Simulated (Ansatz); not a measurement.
## Effect of uniaxial strain ε_zz = −1.00 % on Cd

Consider Cd in the hcp (Mg type) structure (space group P6_3/mmc, No. 194; a = 3.029 Å, c = 5.759 Å; relaxed with 0.1 eV smearing). Axes: x lies along a and z along c of the hexagonal cell.

Perturbation: uniaxial strain ε_zz = −1.00 %, all other strain components held at zero, atoms relaxed at fixed cell.

Method: PBE, PAW, 420 eV (Ansatz, an electronic-structure program; scalar-relativistic without spin-orbit coupling). Γ-centred 22×22×10 mesh, Fermi–Dirac width 0.1 eV.

The volume per atom drops by 0.23 Å³, from 22.89 Å³ to 22.66 Å³ and the space group stays P6_3/mmc (No. 194). The shortest interatomic distance remains 3.029 Å and the energy hardly moves. The pressure (mean of the normal stresses, compression positive) goes from zero to 0.3 GPa and the band gap remains zero. The stress (xx, yy, zz, yz, xz, xy; compression positive) comes out as (0.3, 0.3, 0.4, 0.0, 0.0, 0.0) GPa.

Final structure:

```
Cd
1.0
    3.02943     0.00000     0.00000
   -1.51472     2.62357     0.00000
    0.00000     0.00000     5.70133
Cd
2
Direct
  0.66667   0.33333   0.75000
  0.33333   0.66667   0.25000
```

Whether these cells are dynamically stable was not tested.
